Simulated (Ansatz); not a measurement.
# TiAl3: Al → Lu

Take TiAl3 (space group I4/mmm, No. 139; a = 3.824 Å, c = 8.561 Å) as the base.

The change: every Al is replaced by Lu; the structure is relaxed again.

Level of theory: DFT with r2SCAN, PAW potentials and a 500 eV plane-wave cutoff in Ansatz (a program for electronic structure), no SOC. k-mesh 14×14×14 (Γ-centred); smearing 0.05 eV (Fermi–Dirac), for the changed cell.

```csv
quantity,base,changed,shift
volume per atom,15.65 Å³,25.45 Å³,+9.805 Å³
lattice parameter a,3.824 Å,4.682 Å,+0.858 Å
c/a ratio,2.239,1.984,-0.2542
space group,I4/mmm (No. 139),I4/mmm (No. 139),–
band gap,zero,zero,–
```

Final structure:

```xyz
4
Lattice="-2.3409 2.3409 4.6452 2.3409 -2.3409 4.6452 2.3409 2.3409 -4.6452" Properties=species:S:1:pos:R:3 pbc="T T T"
Lu     0.0000     0.0000     4.6452
Lu     0.0000     2.3409     2.3226
Lu     2.3409     0.0000     2.3226
Ti     0.0000     0.0000     0.0000
```

Whether these cells are dynamically stable was not tested. As relaxed here, Lu3Ti is a hypothetical phase, not in the database extracts checked. The final runs are not spin-polarised. An odd electron count without spin: Lu3Ti and TiAl3. Lu3Ti has a high density of states at the Fermi level and may be magnetic at this level.
